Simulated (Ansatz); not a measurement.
The parent structure is Y in the hcp (Mg type) structure (space group P6_3/mmc, No. 194; relaxed with 0.1 eV smearing).

Space group P6₃/mmc (No. 194); a = b = 3.6523 Å, c = 5.7029 Å, α = β = 90.00°, γ = 120.00°

```json
[
 {"atom": "Y", "site": "2c", "symmetry": "-6m2", "x": "0.3333", "y": "0.6667", "z": "0.2500"}
]
```

The values are results of DFT with PBE, PAW potentials and a 420 eV plane-wave cutoff in Ansatz (a program for electronic structure), no spin-orbit coupling, not measurements.

Strains are applied to the cell and any free atomic positions relax.

One change was made to it. Results:

| quantity | base | after |
|---|---|---|
| energy relative to the base (free energy F) | 0 meV/atom | +22 meV/atom |
| pressure (mean of the normal stresses, compression positive) | 0.0 GPa | -2.7 GPa |
| band gap | zero | zero |

### Question
Name the change that was made.
A. isotropic strain +0.50 %
B. isotropic strain −2.50 %
C. isotropic strain +2.50 %

### Answer
C, isotropic strain +2.50 %. For comparison, the energy relative to the base in the other runs: isotropic strain +0.50 % gives +0.9 meV/atom; isotropic strain −2.50 % gives +25 meV/atom.

No phonon test of stability was made. All final runs are without spin polarisation.
